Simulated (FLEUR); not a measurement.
FLEUR run on K (Im-3m, 1 atom in the cell): self-consistent single point.

Method of the run: FLEUR with PBE, all-electron FLAPW (FLEUR), scalar-relativistic valence.

The change in words: lattice scaled by 0.98. Reference geometry:
```yaml
crystal:
  lattice:
    - [-2.75880, 2.75880, 2.75880]
    - [2.75880, -2.75880, 2.75880]
    - [2.75880, 2.75880, -2.75880]
  atoms:
    - { symbol: K, position: [0.00000, 0.00000, 0.00000] }
```

Reference input (self-consistent single point, DFT, PBE, all-electron FLAPW (FLEUR), scalar-relativistic valence): Kmax = 3.8 1/bohr; GmaxXC = 15.2 1/bohr; xcFunctional = pbe; jspins = 1; l_soc = F; mode = gauss; fermiSmearingEnergy = 0.00367493 Htr; mesh (inpgen div1-3) = 11 11 11; inpgen gamma flag = false; Gmax = 15.2 1/bohr; numbands = 0; maxIterBroyd = 40. This run's input differs from it in these lines:

```diff
@@ -3,5 +3,5 @@
 &input film=f /
--5.2133669840 5.2133669840 5.2133669840
-5.2133669840 -5.2133669840 5.2133669840
-5.2133669840 5.2133669840 -5.2133669840
+-5.1090994553 5.1090994553 5.1090994553
+5.1090994553 -5.1090994553 5.1090994553
+5.1090994553 5.1090994553 -5.1090994553
 1.0
@@ -42,5 +42,5 @@
          <bravaisMatrix>
-            <row-1>   -5.2133669840000003     5.2133669840000003     5.2133669840000003</row-1>
-            <row-2>    5.2133669840000003    -5.2133669840000003     5.2133669840000003</row-2>
-            <row-3>    5.2133669840000003     5.2133669840000003    -5.2133669840000003</row-3>
+            <row-1>   -5.1090994553000000     5.1090994553000000     5.1090994553000000</row-1>
+            <row-2>    5.1090994553000000    -5.1090994553000000     5.1090994553000000</row-2>
+            <row-3>    5.1090994553000000     5.1090994553000000    -5.1090994553000000</row-3>
          </bravaisMatrix>
```

Output, abridged:

```
 Iteration:     1   Distance:       0.67974635 me/bohr^3
 Iteration:     2   Distance:       0.64340753 me/bohr^3
 Iteration:     3   Distance:       0.23514135 me/bohr^3
 Iteration:     4   Distance:       0.14164381 me/bohr^3
 Iteration:     5   Distance:       0.02858778 me/bohr^3
   [... 2 lines left out ...]
 Iteration:     8   Distance:       0.00055137 me/bohr^3
 Iteration:     9   Distance:       0.00034024 me/bohr^3
 Iteration:    10   Distance:       0.00003530 me/bohr^3
 Iteration:    11   Distance:       0.00000121 me/bohr^3
 Run finished successfully
 Stop message:
   Structural relaxation: Done

[file out, last iteration]
             iter=     12
[...]
          total density-effective poten   -9.5696624563E+02
          total charge density-energy d   -3.3403859038E+01
 Updated energy parameters for spin:           1
[...]
 fermi energy and band-weighting factors:

[...]
FERMIE:
          first approx. to ef    (T=0)  :   0.027638 htr   (energy of the highest occ. eigenvalue)
          number of occ. states  (T=0)  :        252
          first approx. to seigv (T=0)  :  -5.591368 htr
          sum of weights of occ. states :   4.507137
          sum of semicore charge        :   0.000000 e
          fermi energy=   0.02907 har   work function=  -0.79092 ev
          number of valence electrons=   9.00000
     band-weighting factor for spin=    1
   [... lines left out ...]
          total moment                 =     0.00000
 Direct bandgap for spin            1 :    5.7727332050477767E-002  Htr
   [... lines left out ...]
 ---->    (input%tkb*entropy) TS=              0.0000000000 htr
 ---->    free energy=                      -602.1271743543 htr
      extrapolation for T->0
 ---->    total electron energy=            -602.1271743543 htr
 ***** TOTAL FORCES ON ATOMS *****
 TOTAL FORCE FOR ATOM TYPE=  1  X=  0.000   Y=  0.000   Z=  0.000
                       FX_TOT= 0.000000 FY_TOT= 0.000000 FZ_TOT= 0.000000
 Structural relaxation: Done
```

The run converged in 11 iterations. FLEUR gives forces in its relaxation mode, with a further iteration, so its stop message speaks of a relaxation. Against the reference run the total energy goes down by 9.3 meV/atom.

The starting cell comes from a database of computed structures (which also holds hypothetical and non-ambient phases and stackings), without a prior relaxation at this level. Its lattice was rescaled by a random factor within 2.5 % of one. For this run, on top of that: lattice scaled by 0.98. Values depend on the basis (sphere radii, cutoffs, local orbitals), which need not be converged. The log's line on a gap gives a spacing of levels on this mesh, which the program prints for metals too.

Cost on one core of a shared machine: roughly 90 s.
